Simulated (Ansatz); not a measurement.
The starting structures come from a database of crystals and need not be the phases stable at ambient conditions.

By LDA, the system below comes out a metal.

The ballistic (Sharvin) conductance counts the channels at the Fermi level: G/A = (e²/h) × channels of both spins per area.

Consider the following.

```xyz
1
Lattice="2.8160 0.0000 0.0000 -0.9387 2.6550 0.0000 0.9387 1.3275 2.2993" Properties=species:S:1:pos:R:3 pbc="T T T"
Ti     0.0000     0.0000     0.0000
```

Space group of this cell: Im-3m, bcc (W type). The cell is taken as given; by LDA its mean pressure is -8.5 GPa.

The current flows along the normal of the first two printed cell vectors, the (110) plane of the conventional cell. No spin-orbit coupling; the value is a mean over 0.1 eV about the Fermi level.

Compute, with LDA (Ansatz, a quantum-chemistry and plane-wave program), the ballistic conductance per area.

1.6 × 10¹⁵ S/m² for both spins.
